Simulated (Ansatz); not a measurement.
Functionals compared on the (110) surface of rock-salt PbSe in its 1x1 cell (cut with top plane Pb + Se, bottom plane Pb + Se), outermost plane spacing 2.20 Å in the ideal cut, in Ansatz (plane waves, PAW). The structure was relaxed with PBE; the other rows are single points on it, each with its references at the same level. Cutoff 420 eV (500 eV for r2SCAN). HSE06 used the coarser mesh 4x3x1.

Set-up: 12 atoms, Pb6Se6, 11.0 Å thick at the start; mesh 6x4x1; 0.025 eV smearing; dipole correction on; all atoms relaxed; held to the start's symmetry, so lower structures may exist; no spin, no spin-orbit, no U. These notes are the PBE run's.

A dash marks a value that is undefined for that row or was read on another mesh.

```csv
functional,surface energy (J/m²),gap of the slab on its k-mesh (eV),highest filled level below the top vacuum level (eV),rough cost of the single point
PBE,0.27,1.02,4.73,–
LDA,0.46,0.93,5.02,very roughly 60 core-seconds
PBEsol,___,___,___,roughly 70 core-seconds
RPBE,0.15,1.09,4.62,around 60 core-seconds (rough)
r2SCAN,0.33,1.28,4.90,about 2.1 core-minutes (a rough figure)
HSE06,0.31,–,–,very roughly 16 core-minutes
```

Task: What belongs in the gaps?

Result: 
- PBEsol, surface energy (J/m²): 0.38
- PBEsol, gap of the slab on its k-mesh (eV): 0.97
- PBEsol, highest filled level below the top vacuum level (eV): 4.80

Ansatz is a program for electronic structure.
